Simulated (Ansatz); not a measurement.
Structures of equal composition on the (110) surface of bcc W: p(2x2), one W adatom; one added row of W in 4. The slabs share one bottom face, and each structure is named by its start. These are constructed structures in small cells; real faces may alloy, dewet or reconstruct in larger ones, and not all known structures of the face are among them. Slabs of about 11 Å, Fermi-Dirac smearing of 0.1 eV. Bottom of the slabs: a bare face, its two planes held. Relaxed from the named starts with such symmetry as they have, on meshes of like density; energies extrapolated to zero smearing; spin only where a row says so; no spin-orbit coupling, no U. Brackets mark spin-polarised runs, whose order is one that fits the cell. The cells differ, so small differences also carry the error of unlike k-meshes.

Level of theory: PBE (plane waves to 420 eV, PAW; Ansatz, a program for electronic structure).

Q: Put the candidates in order of energy per 1x1 cell, lowest first, for PBE.

A: one added row of W in 4 (0.00 eV), p(2x2), one W adatom (0.11 eV)
